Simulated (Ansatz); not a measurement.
Checking a run of Ansatz (a first-principles code) on Si₂W (I4/mmm, 3 atoms in the cell). The aim is a self-consistent single point with DFT, PBE, plane waves, PAW files.

Cell that was meant: a = 4.5525 Å, b = 4.5525 Å, c = 4.5525 Å, α = 138.29°, β = 138.29°, γ = 60.46°.

Part of the input:

Ansatz 0.2 input:
```yaml
crystal:
  lattice:
    - [-3.062690, 3.062690, 7.433066]
    - [3.062690, -3.062690, 7.433066]
    - [3.062690, 3.062690, -7.433066]
  atoms:
    - { symbol: Si, position: [0.334990, 0.334990, 0.000000] }
    - { symbol: Si, position: [0.665010, 0.665010, 0.000000] }
    - { symbol: W, position: [0.000000, 0.000000, 0.000000] }
basis:
  ecutwfc: 30.9 Ry
kpoints:
```

Output (repeated stretches shortened):

```
WARN ansatz: RAYON_NUM_THREADS=1 ignored (pool sized by the plan → 1); use --threads N
Pseudopotentials: kind: paw
   [... lines left out ...]
Space group: I4/mmm (ITA 139), of the structure as read, at distance tolerance 6.5e-5 Å
k-points: 102 of 1000
Initial density: superposition of atomic densities (chi_scale 0.1, normalization cell), built separately for each of the 3 bonded fragments …
Initial wavefunctions: pseudopotential atomic-orbital guess
Eigensolver: davidson
Functional: x = pbe(κ = 0.804, μ = 0.2195149727645171), c = pbe(β = 0.06672455060314922)
SCF iter   1: F=—  HF=-11638.290444 eV  |F-HF|=—  |Δ(HF+E_count)|=         —  Δρ=2.66e-2  dr2=9.75e0  ethr=3.10e-3  ⟨swp⟩=5.1  Hψ=7519  notcnv=0
all-band conjugate gradients solve this SCF's bands
preconditioner: auto → LDOS
SCF iter   2: F=—  HF=-11638.262095 eV  |F-HF|=—  |Δ(HF+E_count)|=   2.83e-2  S|Δr|=    0.00e0  Δρ=3.03e-2  dr2=1.27e1  ethr=3.10e-3  ⟨swp⟩=6.0  Hψ=13519  notcnv=0
   [... lines left out ...]
SCF iter  12: F=—  HF=-11638.113620 eV  |F-HF|=—  |Δ(HF+E_count)|=   6.82e-6  S|Δr|=    0.00e0  Δρ=3.32e-5  dr2=1.25e-5  ethr=6.03e-7  ⟨swp⟩=1.0  Hψ=1917  notcnv=0  defer=12
SCF iter  13: F=—  HF=-11638.113548 eV  |F-HF|=—  |Δ(HF+E_count)|=   7.17e-5  S|Δr|=    0.00e0  Δρ=1.30e-5  dr2=5.96e-7  ethr=5.66e-8  ⟨swp⟩=1.0  Hψ=1911  notcnv=0  defer=12
SCF iter  14: F=-11638.113548 eV  HF=-11638.113548 eV  |F-HF|=1.65e-9  |Δ(HF+E_count)|=   5.30e-8  S|Δr|=    0.00e0  Δρ=2.18e-6  dr2=1.03e-8  ethr=4.55e-10  ⟨swp⟩=6.3  Hψ=8103  notcnv=0
SCF 1 converged in 14 iterations: F = -11638.113548 eV  dr2 = 1.03e-8
Stability not checked (fill_not_monotonic)
Free energy (F): -11638.113548 eV
Internal energy: -11638.109446 eV  (E = F + TS)
E sigma→0 (E₀):  -11638.112523 eV
Entropy (-TS):   -0.004103 eV (-1.368 meV/atom)
Fermi energy:    -1.150274 eV
--- Forces (eV/Å), atoms counted from 1 ---
  atom   1  Si     0.00000000    -0.00000000     0.10596816
  atom   2  Si     0.00000000     0.00000000    -0.10596816
  atom   3  W     -0.00000000    -0.00000000     0.00000000
--- Stress (GPa, compression-positive) ---
       -2.858167       0.000000      -0.000000
        0.000000      -2.858167      -0.000000
        0.000000      -0.000000      -3.550714
  P = ⅓ Tr σ = -3.0890 GPa (-30.890 kbar)
  The stress holds the Pulay correction. Without it, at fixed plane waves, as pw.x and ABINIT print it: P = -3.0926 GPa
```

**Question.** Can these results be used? Check the input.

**Answer.** The run is not sound. The fault is this: lattice typed in bohr, read as angstrom. Bohr and ångström differ by a factor of 1.89; the cell that the program reads is then far too large or far too small. To fix it, give the lengths in the unit that the key or card expects. The run converged in 14 iterations without an error; against the sound input the free energy goes up by 6.81 eV/atom, the pressure goes from -1.43 to -3.09 GPa and the largest force goes from 0.003 to 0.106 eV/Å.

An input that runs soundly differs in these lines (not the only fix; some lines may just follow from the change or write a value another way):
```diff
-    - [-3.062690, 3.062690, 7.433066]
-    - [3.062690, -3.062690, 7.433066]
-    - [3.062690, 3.062690, -7.433066]
+    - [-1.620706, 1.620706, 3.933409]
+    - [1.620706, -1.620706, 3.933409]
+    - [1.620706, 1.620706, -3.933409]
```

With that input, the run converged in 6 iterations: free energy E − TS (on the zero of these files) -11658.5517 eV; Fermi level (on the code's own zero) 16.22 eV; pressure -1.43 GPa; largest force (vector length) 0.003 eV/Å (DFT, PBE, plane waves, PAW files).

On the sound input: the starting cell comes from a database of computed structures (which also holds hypothetical and non-ambient phases and stackings), without a prior relaxation at this level. Its lattice was rescaled by a random factor within 2.5 % of one. Spin-orbit coupling is off. Spin polarisation is off. Ansatz's pressure includes its estimate of the finite-basis (Pulay) stress.
